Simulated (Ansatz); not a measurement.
A computed series for SiC: pressure series

Take SiC in the zinc blende structure (space group F-43m, No. 216; a = 4.356 Å) as the base.

Cell and atoms are relaxed at each pressure.

Level of theory: r2SCAN (Ansatz, a program for electronic structure; PAW; 500 eV plane waves; no SOC).

Notes on the quantities. enthalpy: H = E + PV relative to the base's energy.

```csv
variant,volume per atom,smallest direct gap,enthalpy
base,10.33 Å³,5.05 eV,–
pressure −2 GPa,10.43 Å³,5.04 eV,-0.13 eV/atom
pressure −1 GPa,10.38 Å³,5.04 eV,-0.06 eV/atom
pressure 0.9 GPa,10.29 Å³,5.05 eV,+0.06 eV/atom
pressure 2.1 GPa,10.24 Å³,5.06 eV,+0.13 eV/atom
pressure 4.5 GPa,10.14 Å³,5.07 eV,+0.29 eV/atom
pressure 9 GPa,9.96 Å³,5.09 eV,+0.57 eV/atom
pressure 15 GPa,9.74 Å³,5.12 eV,+0.94 eV/atom
pressure 22.5 GPa,9.50 Å³,5.15 eV,+1.39 eV/atom
pressure 30 GPa,9.28 Å³,5.17 eV,+1.83 eV/atom
```

Load acts through the strain it causes; cell and atoms are relaxed under it. Whether these cells are dynamically stable was not tested. Competing high-pressure phases were not computed.
